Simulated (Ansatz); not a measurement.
Worked example: relaxation of cell and atoms of SrCaI₄ (P1, 6 atoms in the cell) in Ansatz (a first-principles code).

Computed with PBEsol, PAW files made with PBE (plane waves; Ansatz).

```
SrCaI4
1.0
    7.28074     0.00000     0.00000
    0.00000     4.66211     0.00000
   -0.03196     0.00000     8.10929
Sr Ca I
1 1 4
Direct
  0.00132   0.00308   0.99831
  0.00124   0.50009   0.49820
  0.23815   0.99865   0.34718
  0.76100   0.00304   0.65275
  0.24960   0.50046   0.82449
  0.74868   0.49467   0.17907
```

Reference input (self-consistent single point, DFT, PBEsol, plane waves, PAW files made with PBE): kpoints.mp_grid.grid = 2 3 2; hamiltonian.xc = pbesol; hamiltonian.pseudopotentials = {kind: paw} (the program's default PAW files); scf.occupations.method = fixed. This run's input differs from it in these lines:

```diff
@@ -20,2 +20,4 @@
   occupations: { method: fixed }
+relax:
+  cell: {}
 output:
```

Output, abridged:

```
   [... SCF lines of the steps left out ...]
relax step   1: F+E_penalty+E_count = -35025.38417720 eV  Δ(F+E_penalty+E_count) = +0.000e0 eV  max|allowed force component| = 2.340e-1 eV/Å  Δτ_max = 0.0000 Å  P = -0.890 GPa  Ω = 275.258 Å³  (10 SCF iters, dr2 threshold 1.00e-7 eV, accepted)
relax step   2: F+E_penalty+E_count = -35025.42073749 eV  Δ(F+E_penalty+E_count) = -3.656e-2 eV  max|allowed force component| = 4.754e-2 eV/Å  Δτ_max = 0.0392 Å  P = -0.233 GPa  Ω = 268.308 Å³  energy of the carried Pulay correction = +4.217e-4 eV  [...]
   [... lines left out ...]
relax step   5: F+E_penalty+E_count = -35025.42906808 eV  Δ(F+E_penalty+E_count) = -8.945e-4 eV  max|allowed force component| = 2.290e-3 eV/Å  Δτ_max = 0.0166 Å  P = -0.001 GPa  Ω = 258.613 Å³  energy of the carried Pulay correction = +1.037e-3 eV  [...]
relax step   6: F+E_penalty+E_count = -35025.42795762 eV  Δ(F+E_penalty+E_count) = +1.110e-3 eV  max|allowed force component| = 2.283e-3 eV/Å  Δτ_max = 0.0000 Å  P = +0.000 GPa  Ω = 258.613 Å³  stress off target by 6.86e-3 GPa  SCF on the basis [...]
basis re-selected at this cell: Δ(F+E_penalty+E_count) = +1.110e-3 eV, ΔP = +0.001 GPa vs the last step
Stability not checked: this state was not tested for a lower state beside it, because too few of the mixer's solves of this state at the end of the SCF gave a …
Free energy (F): -35025.427958 eV
Internal energy: -35025.427958 eV  (E = F + TS)
E sigma→0 (E₀):  -35025.427958 eV
Fermi energy:    3.822373 eV
--- Forces (eV/Å), atoms counted from 1 ---
  atom   1  Sr     0.00006794     0.00010134     0.00010087
  atom   2  Ca    -0.00018658     0.00008506     0.00008637
   [... lines left out ...]
  cell:  # Å, volume = 258.6130 Å³
   [... lines left out ...]
    - { symbol: I, position: [0.24548805201379467, 2.5853226568244368e-5, 0.34555314178342766] }
    - { symbol: I, position: [0.7545008917939063, -4.159975643474618e-5, 0.6544695031715263] }
    - { symbol: I, position: [0.2528313688933569, 0.5000387587509015, 0.8205525205457214] }
    - { symbol: I, position: [0.7471767334509857, 0.49998553782318117, 0.17942920892760758] }
```

The run converged. 

Summary of the result:
```
Property                                                                                                     Result
------------------------------------------------  -----------------------------------------------------------------
Free energy E − TS (on the zero of these files)                                                      -35025.4280 eV
Top of the valence band (on the code's own zero)                                                            3.82 eV
Gap on the k-point mesh                                                                                     3.55 eV
Pressure                                                                                                   0.00 GPa
Largest force (vector length)                                                                            0.003 eV/Å
Final cell                                        a = 7.085 Å, b = 4.600 Å, c = 7.935 Å, α = γ = 90.00°, β = 89.90°
Final volume per atom                                                                                      43.10 Å³
Relaxation steps                                                                                                  6
```

The starting cell comes from a database of computed structures (which also holds hypothetical and non-ambient phases and stackings), without a prior relaxation at this level. Its atoms were displaced at random from the sites of space group no. 10. Spin-orbit coupling is off. Ansatz's pressure includes its estimate of the finite-basis (Pulay) stress.

Cost on one core of a shared machine: roughly 40 s.

Keys are those of Ansatz 0.2.
